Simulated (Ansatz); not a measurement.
## W2C (model structure, started from the Cu2Sb type, P4/nmm, No. 129, 6 atoms in the cell): properties by level of theory

```tsv
level (code)	equilibrium lattice constant a (Å)	lattice parameter c (Å)
PBE (Ansatz)	3.511	?
PBEsol (Ansatz)	3.469	6.111
PBE-D3(BJ) (Ansatz)	3.479	6.114
```

### Question
Some entries are withheld; supply them.

### Answer

- PBE (Ansatz, a quantum-chemistry and plane-wave program), lattice parameter c (Å): 6.144

Ansatz's density-functional and Hartree–Fock values are scalar-relativistic unless marked +SOC, with PAW data made under PBE.

The computed numbers hold no vibrational or temperature effects.

A model structure was made by putting elements into a prototype or built by hand; it is no filed structure, need not be a known phase, and can be a saddle point held by its symmetry.
